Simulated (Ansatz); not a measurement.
The reference is PbS (space group P6_3/mmc, No. 194; a = 4.951 Å, c = 5.916 Å; a hypothetical phase, not in the database extracts checked). Axes: x lies along a and z along c of the hexagonal cell.

Modification: uniaxial stress, 8 GPa compression along x, with the cell and atoms free to relax against it.

Levels (all Ansatz, a first-principles code, PAW): PBEsol (420 eV, no spin-orbit coupling); PBEsol+SOC (420 eV, noncollinear with spin-orbit coupling).

The geometry is relaxed with PBEsol.

PBEsol electron mass: 0.24 mₑ along x, 0.29 mₑ along y, 1.7 mₑ along z (off the special points)
PBEsol smallest direct gap: 1.42 eV
PBEsol band gap: 0.29 eV
PBEsol width of the top valence band: 1.80 eV

With PBEsol+SOC at the same geometry, the electron mass changes from 0.24 mₑ along x, 0.29 mₑ along y, 1.7 mₑ along z (off the special points) to 0.25 mₑ along x, 0.30 mₑ along y, 1.8 mₑ along z (off the special points); the smallest direct gap shrinks by 0.28 eV to 1.14 eV; the band gap decreases by 0.02 eV, from 0.29 eV to 0.27 eV; the width of the top valence band drops by 0.04 eV to 1.76 eV.

Single points use the geometry relaxed with PBEsol. Differences between runs with and without spin-orbit coupling are approximate. With Pb present, leaving out spin-orbit coupling can change the band edges. Load acts through the strain it causes; cell and atoms are relaxed under it. Masses are band curvatures over ±0.01 Å⁻¹ around the edge. Stability under load was not tested beyond the relaxation. The base started in P6_3mc and relaxed to P6_3/mmc at this level. Under uniaxial stress, 8 GPa compression along x the cell changed shape so far that it is another structure. A zero or small gap of PbS under uniaxial stress, 8 GPa compression along x can be the functional's error rather than a property of the material. k-point labels follow each cell's own Brillouin zone.
